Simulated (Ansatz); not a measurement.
**AlAs under a change: isotropic strain −2.97 %**

Take AlAs in the zinc blende structure (space group F-43m, No. 216; a = 5.6743 Å) as the base.

One thing is altered: an isotropic linear strain of −2.97 %, atoms relaxed at fixed cell.

All numbers come from Ansatz (an electronic-structure program) PBEsol, no spin-orbit coupling, earlier PAW set. k-mesh 10×10×10 (Γ-centred); smearing 0.05 eV (Fermi–Dirac).

The space group remains F-43m (No. 216) and the shortest interatomic distance shrinks by 0.138 bohr, from 4.643 bohr to 4.505 bohr. The energy increases by 45 meV/atom and the pressure goes up by 7.905 GPa to 7.91 GPa. The band gap falls by 0.16 eV, from 1.34 eV to 1.18 eV and the gap character stays indirect, Γ → X. The mean gap deformation potential ΔEg/Δln V amounts to +1.8 eV and the width of the top valence band grows by 0.313 eV, from 2.82 eV to 3.14 eV. The electron mass becomes 0.75 mₑ along k, 0.22 mₑ across (at X) (base: 0.86 mₑ along k, 0.23 mₑ across (at X)) and the hole mass (degenerate bands, along [100]) changes from 0.11, 0.48, 0.48 mₑ (at Γ) to 0.14, 0.45, 0.45 mₑ (at Γ). The valley order (the lowest conduction-band minima on the path, energy above the VBM, named in the base's zone) becomes X along ⟨100⟩ 1.18 eV; L along ⟨111⟩ 2.40 eV; Γ 2.63 eV (base: X along ⟨100⟩ 1.34 eV; Γ 1.91 eV; L along ⟨111⟩ 2.06 eV).

Cost of the whole job for the changed cell (relaxation, final SCF and bands): very roughly 16 core-seconds.

Effective masses come from finite differences of ±0.01 Å⁻¹. Along k means along the line from Γ to the band edge. Stability against distortions was not tested.
